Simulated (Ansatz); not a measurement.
# 1T (CdI2-type) CaI2

Method: PBE0-D3(BJ) (Ansatz, a program for electronic structure, plane waves, PAW).

Cell: relaxed with PBE-D3(BJ): a = b = 4.434 Å, c = 6.925 Å, α = β = 90.00°, γ = 120.00°.

```
Property                        Result
-------------------------  -----------
interlayer binding energy  14.6 meV/Å²
```

Spin–orbit coupling is not included.

Computed values are for the static lattice.
